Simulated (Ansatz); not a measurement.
We consider Te3As2 (within 0.1 Å of R-3m, No. 166, 40 atoms in the cell; start mp-9897), described by PBEsol (Ansatz, a quantum-chemistry and plane-wave program, PAW).

Settings: plane-wave cutoff 520 eV, 4×2×4 k mesh (along the axes of the cell as run), Fermi–Dirac smearing 0.01 eV, scalar-relativistic PAW data made under PBE.

Cell (relaxed at this level):

```yaml
crystal:
  lattice:
    - [7.00203, 0.00000, -0.00761]
    - [0.00000, 16.18320, 0.00000]
    - [-2.31379, 0.00000, 9.54413]
  atoms:
    - { symbol: Te, position: [0.00000, 0.00000, 0.00000] }
    - { symbol: Te, position: [0.00000, 0.50000, 0.00000] }
    - { symbol: Te, position: [0.99998, 0.75000, 0.99999] }
    - { symbol: Te, position: [0.00002, 0.25000, 0.00001] }
    - { symbol: Te, position: [0.49999, 0.87500, 0.00000] }
    - { symbol: Te, position: [0.50001, 0.12500, 0.00000] }
    - { symbol: Te, position: [0.50001, 0.37500, 0.00000] }
    - { symbol: Te, position: [0.49999, 0.62500, 0.00000] }
    - { symbol: Te, position: [0.21486, 0.00000, 0.64275] }
    - { symbol: Te, position: [0.78514, 0.00000, 0.35725] }
    - { symbol: Te, position: [0.78514, 0.50000, 0.35725] }
    - { symbol: Te, position: [0.21486, 0.50000, 0.64275] }
    - { symbol: Te, position: [0.21486, 0.75000, 0.64274] }
    - { symbol: Te, position: [0.78514, 0.25000, 0.35726] }
    - { symbol: Te, position: [0.21487, 0.25000, 0.64275] }
    - { symbol: Te, position: [0.78513, 0.75000, 0.35725] }
    - { symbol: Te, position: [0.71485, 0.87500, 0.64274] }
    - { symbol: Te, position: [0.28515, 0.12500, 0.35726] }
    - { symbol: Te, position: [0.28515, 0.37500, 0.35726] }
    - { symbol: Te, position: [0.71485, 0.62500, 0.64274] }
    - { symbol: Te, position: [0.71487, 0.37500, 0.64275] }
    - { symbol: Te, position: [0.28513, 0.62500, 0.35725] }
    - { symbol: Te, position: [0.28513, 0.87500, 0.35725] }
    - { symbol: Te, position: [0.71487, 0.12500, 0.64275] }
    - { symbol: As, position: [0.39620, 0.75000, 0.19035] }
    - { symbol: As, position: [0.60380, 0.25000, 0.80965] }
    - { symbol: As, position: [0.39621, 0.25000, 0.19035] }
    - { symbol: As, position: [0.60379, 0.75000, 0.80965] }
    - { symbol: As, position: [0.39620, 0.00000, 0.19035] }
    - { symbol: As, position: [0.60380, 0.00000, 0.80965] }
    - { symbol: As, position: [0.60380, 0.50000, 0.80965] }
    - { symbol: As, position: [0.39620, 0.50000, 0.19035] }
    - { symbol: As, position: [0.10379, 0.87500, 0.80965] }
    - { symbol: As, position: [0.89621, 0.12500, 0.19035] }
    - { symbol: As, position: [0.89621, 0.37500, 0.19035] }
    - { symbol: As, position: [0.10379, 0.62500, 0.80965] }
    - { symbol: As, position: [0.10381, 0.37500, 0.80966] }
    - { symbol: As, position: [0.89619, 0.62500, 0.19034] }
    - { symbol: As, position: [0.89619, 0.87500, 0.19034] }
    - { symbol: As, position: [0.10381, 0.12500, 0.80966] }
```

### Question
What does this level give for the band gap?

### Answer

band gap: 0.20 eV (on the SCF k mesh)

Spin–orbit coupling is not included; it can close the smallest gap of 0.20 eV.

Computed values are for the static lattice.

A start named mp-… is a Materials Project structure, which need not be a measured phase.
